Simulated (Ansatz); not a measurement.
The reference is GaP in the zinc blende structure (space group F-43m, No. 216; a = 5.3914 Å). Axes: x, y, z lie along the cube axes.

Method: LDA (Ansatz, a program for electronic structure, PAW, no spin-orbit coupling).

Base values:

```
Property                             Value
---------------------  -------------------
Pressure                         -0.01 GPa
Band gap                           1.38 eV
Valence-band top at Γ  0.00, 0.00, 0.00 eV
```

Perturbation: biaxial strain −0.42 %, plane normal [111], relaxed out of plane (Cartesian); in-plane vectors clamped, the third vector and the atoms free.

Q: Estimate the effect on the pressure.

A: The pressure (mean of the normal stresses, compression positive) rises by 0.594 GPa (-0.01 GPa → 0.59 GPa).

Q: Predict the new out-of-plane strain.

A: The out-of-plane strain is +0.19 %.

Q: What happens to the band gap?

A: The band gap decreases by 0.03 eV (1.38 eV → 1.35 eV).

Q: What does the calculation give for the valence-band top at Γ after the change?

A: The valence-band top at Γ (three highest levels, from the VBM) changes from 0.00, 0.00, 0.00 eV to 0.00, 0.00, -0.05 eV.

Stability against distortions was not tested.
